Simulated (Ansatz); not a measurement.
Input and output of a self-consistent single point for GaN (P4_2/mmc, 4 atoms in the cell) (Ansatz, a first-principles code).

Level of theory: LDA (PW92), default PAW files made with PBE (plane waves; Ansatz).

```xyz
4
Lattice="2.9470 0.0000 0.0000 0.0000 2.9470 0.0000 0.0000 0.0000 5.1891" Properties=species:S:1:pos:R:3 pbc="T T T"
Ga     0.0000     1.4735     0.0000
Ga     1.4735     0.0000     2.5945
N      0.0000     0.0000     1.2973
N      0.0000     0.0000     3.8918
```

Reference input (self-consistent single point, DFT, PBE, plane waves, default PAW files): basis.ecutwfc = 420 eV; kpoints.mp_grid.grid = 11 11 7; hamiltonian.xc = pbe; hamiltonian.pseudopotentials = {kind: paw} (the program's default PAW files); scf.occupations.method = cold; scf.occupations.width = 0.136 eV. This run's input differs from it in these lines:

Ansatz 0.2 input:
```diff
@@ -16,3 +16,3 @@
 hamiltonian:
-  xc: pbe
+  xc: lda
   pseudopotentials:
```

Log, with long lists cut:

```
SCF iter   1: F=—  HF=-8160.779418 eV  |F-HF|=—  |Δ(HF+E_count)|=         —  Δρ=1.34e-2  dr2=3.11e-2  ethr=1.77e-3  ⟨swp⟩=4.9  Hψ=7319  notcnv=0
all-band conjugate gradients solve this SCF's bands
preconditioner: auto → Kerker (q_TF=auto, 2.628 Å⁻¹)
SCF iter   2: F=—  HF=-8160.771631 eV  |F-HF|=—  |Δ(HF+E_count)|=   7.79e-3  S|Δr|=    0.00e0  Δρ=5.74e-3  dr2=5.70e-3  ethr=8.63e-5  ⟨swp⟩=2.1  Hψ=3919  notcnv=0
   [... lines left out ...]
SCF iter   5: F=—  HF=-8160.769681 eV  |F-HF|=—  |Δ(HF+E_count)|=   1.23e-5  S|Δr|=    0.00e0  Δρ=2.87e-4  dr2=3.94e-5  ethr=2.66e-7  ⟨swp⟩=2.0  Hψ=3266  notcnv=0
SCF iter   6: F=—  HF=-8160.769672 eV  |F-HF|=—  |Δ(HF+E_count)|=   9.04e-6  S|Δr|=    0.00e0  Δρ=5.47e-5  dr2=4.68e-7  ethr=1.09e-7  ⟨swp⟩=2.8  Hψ=3597  notcnv=0
SCF iter   7: F=-8160.769672 eV  HF=-8160.769672 eV  |F-HF|=8.35e-9  |Δ(HF+E_count)|=   1.88e-7  S|Δr|=    0.00e0  Δρ=5.96e-6  dr2=1.26e-8  ethr=2.78e-10  ⟨swp⟩=5.1  Hψ=8189  notcnv=0
SCF 1 converged in 7 iterations: F = -8160.769672 eV  dr2 = 1.26e-8
Stability not checked (fill_not_monotonic)
Free energy (F): -8160.769672 eV
Internal energy: -8160.770654 eV  (E = F + TS)
E sigma→0 (E₀):  -8160.769999 eV
Entropy (-TS):   0.000982 eV (0.245 meV/atom)
Fermi energy:    10.554850 eV
--- Forces (eV/Å), atoms counted from 1 ---
  atom   1  Ga     0.00000000     0.00000000    -0.00000000
   [... zero for the other atoms too ...]
--- Stress (GPa, compression-positive) ---
        4.196680       0.000000       0.000000
        0.000000       4.196680      -0.000000
        0.000000      -0.000000       4.547488
  P = ⅓ Tr σ = 4.3136 GPa (43.136 kbar)
  The stress holds the Pulay correction. Without it, at fixed plane waves, as pw.x and ABINIT print it: P = 3.7084 GPa
```

The run converged in 7 iterations. Against the reference run the pressure goes from 15.85 to 4.31 GPa.

The starting cell was generated: these elements placed on a structure prototype, without a prior relaxation; it need not be a known phase or ordering of this composition. With a pressure of about 4 GPa the cell is away from its equilibrium volume at this level. Ansatz's pressure includes its estimate of the finite-basis (Pulay) stress. Without the estimate this run gives 3.71 GPa. The run gives no clean gap (levels at the Fermi energy touch, overlap or are partly filled at this smearing), which alone does not show that the compound is a metal.
